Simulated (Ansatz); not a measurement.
The parent structure is SnSe in the GeS type structure (space group Pnma, No. 62; a = 11.534 Å, b = 4.121 Å, c = 4.578 Å; layered, stacked along the Cartesian x axis). Axes: x, y, z lie along a, b, c of the conventional cell.

The values are results of r2SCAN+rVV10 (Ansatz, a quantum-chemistry and plane-wave program; PAW; 500 eV plane waves; spin-orbit coupling left out), earlier PAW set, not measurements.

Before the change:

The width of the top valence band is 1.54 eV.

One thing is altered: biaxial strain +1.05 %, plane normal [001], relaxed out of plane (Cartesian); in-plane vectors clamped, the third vector and the atoms free.

**Question.** What does the calculation give for the out-of-plane strain, in-plane stress and width of the top valence band after the change?

**Answer.** The out-of-plane strain amounts to -1.42 %; the mean in-plane stress (compression positive) amounts to -0.4 GPa; the width of the top valence band rises by 0.026 eV (1.54 eV → 1.56 eV).

The levels and masses belong to the bands next to the band gap. Whether these cells are dynamically stable was not tested.
